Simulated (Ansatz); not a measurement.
Input for Mg-slab alone, frozen as in the stack:

Ansatz 0.2 input:
```yaml
crystal:
  lattice:
    - [3.285476782, 0.0, 0.0]
    - [-1.642738391, 2.845306356, 0.0]
    - [0.0, 0.0, 31.94]
  atoms:
    - { symbol: Mg, position: [0.333333333, 0.666666667, 0.475645151] }
    - { symbol: Mg, position: [0.666666667, 0.333333333, 0.552300208] }
    - { symbol: Mg, position: [0.333333333, 0.666666667, 0.628969503] }
    - { symbol: Mg, position: [0.666666667, 0.333333333, 0.707502547] }
  symmetry: { detect: true }
basis:
  ecutwfc: 500
  ecutrho_ratio: 4
  xc_grid: 4
kpoints:
  mp_grid: { grid: [15, 15, 1] }
hamiltonian:
  xc: r2scan
  dispersion: none
  pseudopotentials: { kind: paw }
scf:
  n_extra_bands: 14
  occupations: { method: fermi_dirac, width: 0.05 }
  convergence: { dr2_threshold: 0.000000001 }
output:
  eigenvalues: true
efield:
  axis: 3
  dipole_correction: true
```

Computed with r2SCAN (plane waves to 500 eV, PAW; Ansatz, an electronic-structure program). No spin–orbit coupling. Its k-point mesh 15×15×1, Fermi–Dirac width 0.05 eV. A dipole correction is on.

Problem. Write the closing report of this run, without the band table and long remarks, to eight decimals at most.

Solution. 
```
SCF converged after 10 iterations
an eigenvalue changed by more than its tolerance at an iteration that met the thresholds in force, so the SCF went on 2 times, its first undamped step at …
Free energy (F): -7704.811271 eV
Harris-Foulkes:  -7704.811271 eV  (|F-HF|=1.00e-11)
Internal energy: -7704.796495 eV  (E = F + TS)
E sigma→0 (E₀):  -7704.803883 eV
Entropy (-TS):   -0.014776 eV (-3.694 meV/atom)
Fermi energy:    -0.906944 eV
Dipole field:    D = 0.000019 V/Å  (p = 0.000031 e·Å, saw-weighted, corrected)
Work function:   Φ+ = 3.8973 eV   Φ− = 3.8979 eV
Levels:          The Fermi level and band energies are counted from a zero that moves with the ramp; work functions are not
--- Per-component energies (eV) ---
  E_band       = -1750.620272
  E_kinetic    = 295.124439
  E_local      = -46718.873785  (includes V_loc(G=0)·N_el)
  E_nonlocal   = 383.778860
  E_hartree    = 22302.475151
  E_xc         = -103.706928
  E_vxc        = -150.796970  (∫ρ·V_xc dr)
  E_paw        = -1185.722490  (= ΣΔE_a)
  E_vpaw       = -174.836891  (= ΣTr[D̂ρ^β])
  E_aug_tail   = -0.000006  (compensation charges beyond the density's cutoff)
  E_vtau       = 10.033149  (kinetic-family band-sum trace: ∫τ·v_τ [+ j·A + Jᵃ·Aᵃ] dr)
  E_efield     = 0.000000  (sawtooth field / dipole correction)
  E_vefield    = 0.000011  (∫n·V_field dr)
  E_ewald      = 17322.233095
  E_core_change = -0.104833  (= ΣΔE_core)
  E_smearing   = -0.014776  (= −TS)
  E_closure    = 0.000000  (closes the sum)
  Σ components = -7704.811271   (vs F -7704.811271, Δ=0.00e0)
```

Cost: very roughly 40 core-seconds.
